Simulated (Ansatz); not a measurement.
**Pressure series in NiSi**

Take NiSi (space group Pnma, No. 62; a = 5.190 Å, b = 3.350 Å, c = 5.624 Å; non-magnetic) as the base.

Cell and atoms are relaxed at each pressure.

Calculations: DFT with PBE, PAW potentials and a 420 eV plane-wave cutoff in Ansatz (a quantum-chemistry and plane-wave program), no spin-orbit coupling, earlier PAW set.

```
pressure (GPa)  volume per atom (Å³/atom)
--------------  -------------------------
-2                                 12.374
-1                                 12.297
0                                  12.222
0.7                                12.171
1.5                                12.115
3                                  12.012
5                                  11.882
7.5                                     ?
10                                 11.587
```

**Question.** Fit the third-order Birch–Murnaghan form P(V) = (3B₀/2)[(V₀/V)^(7/3) − (V₀/V)^(5/3)]·[1 + (3/4)(B₀′ − 4)((V₀/V)^(2/3) − 1)] (squares taken in P) to the rows shown and predict the withheld row.

**Answer.** Least squares on the printed values gives V₀ = 12.222 Å³/atom, B₀ = 166 GPa, B₀′ = 4.4; this predicts 11.730 Å³/atom, and the run gives 11.730 Å³/atom, in agreement.

Load acts through the strain it causes; cell and atoms are relaxed under it. No phonon test of stability was made. No other phases were tried under pressure. Seeded moments were not kept for the base. All final runs are without spin polarisation.
